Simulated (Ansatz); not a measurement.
# TiAl: uniaxial strain ε_zz = +3.00 %

Base system: TiAl (space group P4/mmm, No. 123; a = 2.7662 Å, c = 4.0021 Å; relaxed with 0.1 eV smearing). Axes: x, y, z lie along a, b, c of the conventional cell.

One thing is altered: uniaxial strain ε_zz = +3.00 %, all other strain components held at zero, atoms relaxed at fixed cell.

The values are results of LDA (Ansatz, a quantum-chemistry and plane-wave program; PAW; 420 eV plane waves; no spin-orbit coupling), not measurements. k-mesh 21×21×15 (Γ-centred); smearing 0.1 eV (Fermi–Dirac).

- Volume per atom: 15.77 Å³ (base 15.31 Å³)
- Space group: P4/mmm (No. 123) (base P4/mmm (No. 123))
- Shortest interatomic distance: 276.6 pm (base 276.6 pm)
- Energy relative to the base (free energy F): +7.6 meV/atom
- Pressure (mean of the normal stresses, compression positive): -3.5 GPa (base 0.0 GPa)
- Band gap: zero (base zero)
- Stress (xx, yy, zz, yz, xz, xy; compression positive): (-2.7, -2.7, -5.2, 0.0, 0.0, 0.0) GPa

Final structure:

```
CELL_PARAMETERS angstrom
      2.76616     0.00000     0.00000
      0.00000     2.76616     0.00000
      0.00000     0.00000     4.12216
ATOMIC_POSITIONS crystal
  Ti 0.00000 0.00000 0.00000
  Al 0.50000 0.50000 0.50000
```

Cost of the whole job for the changed cell (relaxation, final SCF and bands): about 15 core-seconds (a rough figure).

Stability against distortions was not tested. All final runs are without spin polarisation.
